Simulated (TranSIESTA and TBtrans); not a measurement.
Device: 1,3-phenylene held by thiolate S between the apex atoms of two Al(100) rods. Leads: fcc Al rod along [100], layers of 5 and 4 atoms, a = 4.04 Å. Geometry: as built, not relaxed. Transport runs along z; the first 18 and the last 18 of the 81 atoms are the lead cells, repeated to infinity.

```xyz
81
Lattice="15.739 0.000 0.000 0.000 15.739 0.000 0.000 0.000 39.625" Properties=species:S:1:pos:R:3 pbc="F F T"
Al     7.870     7.870     0.000
Al    10.726     7.870     0.000
Al     7.870    10.726     0.000
Al     5.013     7.870     0.000
Al     7.870     5.013     0.000
Al     9.298     9.298     2.020
Al     6.441     9.298     2.020
Al     9.298     6.441     2.020
Al     6.441     6.441     2.020
Al     7.870     7.870     4.040
Al    10.726     7.870     4.040
Al     7.870    10.726     4.040
Al     5.013     7.870     4.040
Al     7.870     5.013     4.040
Al     9.298     9.298     6.060
Al     6.441     9.298     6.060
Al     9.298     6.441     6.060
Al     6.441     6.441     6.060
Al     7.870     7.870     8.080
Al    10.726     7.870     8.080
Al     7.870    10.726     8.080
Al     5.013     7.870     8.080
Al     7.870     5.013     8.080
Al     9.298     9.298    10.100
Al     6.441     9.298    10.100
Al     9.298     6.441    10.100
Al     6.441     6.441    10.100
Al     7.870     7.870    12.120
Al    10.726     7.870    12.120
Al     7.870    10.726    12.120
Al     5.013     7.870    12.120
Al     7.870     5.013    12.120
Al     9.298     9.298    14.140
Al     6.441     9.298    14.140
Al     9.298     6.441    14.140
Al     6.441     6.441    14.140
Al     7.870     7.870    16.160
S      9.596     7.661    17.665
C      8.761     8.687    18.870
C      8.964    10.073    18.871
C      8.311    10.875    19.813
C      7.456    10.294    20.754
C      7.251     8.909    20.756
S      6.156     8.166    21.961
C      7.904     8.106    19.813
H      9.625    10.528    18.145
H      8.469    11.945    19.813
H      6.954    10.921    21.481
H      7.747     7.035    19.813
Al     7.870     7.870    23.465
Al     9.298     9.298    25.485
Al     6.441     9.298    25.485
Al     9.298     6.441    25.485
Al     6.441     6.441    25.485
Al     7.870     7.870    27.505
Al    10.726     7.870    27.505
Al     7.870    10.726    27.505
Al     5.013     7.870    27.505
Al     7.870     5.013    27.505
Al     9.298     9.298    29.525
Al     6.441     9.298    29.525
Al     9.298     6.441    29.525
Al     6.441     6.441    29.525
Al     7.870     7.870    31.545
Al    10.726     7.870    31.545
Al     7.870    10.726    31.545
Al     5.013     7.870    31.545
Al     7.870     5.013    31.545
Al     9.298     9.298    33.565
Al     6.441     9.298    33.565
Al     9.298     6.441    33.565
Al     6.441     6.441    33.565
Al     7.870     7.870    35.585
Al    10.726     7.870    35.585
Al     7.870    10.726    35.585
Al     5.013     7.870    35.585
Al     7.870     5.013    35.585
Al     9.298     9.298    37.605
Al     6.441     9.298    37.605
Al     9.298     6.441    37.605
Al     6.441     6.441    37.605
```

Run with TranSIESTA and TBtrans (open boundaries, self-consistent; PseudoDojo norm-conserving potentials, scalar-relativistic): PAO.BasisSize SZP, PAO.EnergyShift 0.15 eV, XC.Authors PBE, Mesh.Cutoff 150 Ry, ElectronicTemperature 300 K, TS.Voltage 0.0 eV, TBT.Elecs.Eta 0.001 eV, no spin polarisation.

Energies count from the leads' Fermi level. Transmissions are for one spin of a degenerate pair. The energy step is 0.02 eV; narrower resonances are cut or missed.

| E (eV) | T |
|---|---|
| -0.20 | 0.0149 |
| -0.16 | 0.0134 |
| -0.12 | 0.0116 |
| -0.08 | 0.00953 |
| -0.04 | 0.00761 |
| 0.00 | 0.00634 |
| 0.04 | 0.00744 |
| 0.08 | 0.0104 |
| 0.12 | 0.0121 |
| 0.16 | 0.0135 |
| 0.20 | 0.0150 |

Give the zero-bias conductance in μS and the resistance at 300 K.

At the Fermi level T = 0.00634. Averaged with −∂f/∂E over the full grid (kT = 25.9 meV) it is 0.00755, well away from the value at one energy, as T changes fast within a few kT. With G0 = 2e²/h = 77.48 μS, G = 0.585 μS and R = 1/G = 1710 kΩ.

Estimate the current at 0.3 V in linear response, and compare with the self-consistent run.

I = G V = 0.585 μS × 0.3 V = 0.175 μA; the self-consistent run gives 0.250 μA, 1.43 of it. Linear response leaves out the change of T over the bias window and the shift of levels under bias.

The leads' channel count changes near 0.03 eV, within the thermal window, so values at the Fermi level hang on where that band edge falls. Semilocal functionals put molecular levels too close to the Fermi level and tend to overestimate such conductances.
